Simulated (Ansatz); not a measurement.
The parent structure is HfN in the rock salt structure (space group Fm-3m, No. 225).

```xyz
2
Lattice="0.0000 2.2627 2.2627 2.2627 0.0000 2.2627 2.2627 2.2627 0.0000" Properties=species:S:1:pos:R:3 pbc="T T T"
N      0.0000     0.0000     0.0000
Hf     2.2627     2.2627     2.2627
```

Cartesian axes are those of the cell as printed.

Calculations: r2SCAN, PAW, 500 eV (Ansatz, a first-principles code; no spin-orbit coupling).

For the base:

Shortest interatomic distance: 226.3 pm

It is then changed as follows: a free-standing slab of 6 layers (12 atoms, 2 a layer) is cut normal to the z axis, with 15 Å of vacuum and the in-plane cell held at bulk.

### Question
Estimate the effect on the excess energy per area of both faces, change of the spacing d12 from its bulk value of 2.263 Å, shortest interatomic distance and change of the spacing d23 from its bulk value of 2.263 Å.

### Answer
The excess energy per area of both faces (slab less bulk energy over the cell's area: twice a surface energy) comes out as 3.2 J/m² (uncertain by up to 0.2 J/m²); the change of the spacing d12 from its bulk value of 2.263 Å comes out as -1.2 %; the shortest interatomic distance decreases by 15.55 pm to 210.7 pm; the change of the spacing d23 from its bulk value of 2.263 Å amounts to +0.2 %.

Slab and bulk use different k-meshes, which limits the precision of the excess energy. No phonon test of stability was made. All final runs are without spin polarisation. An odd electron count without spin: HfN.
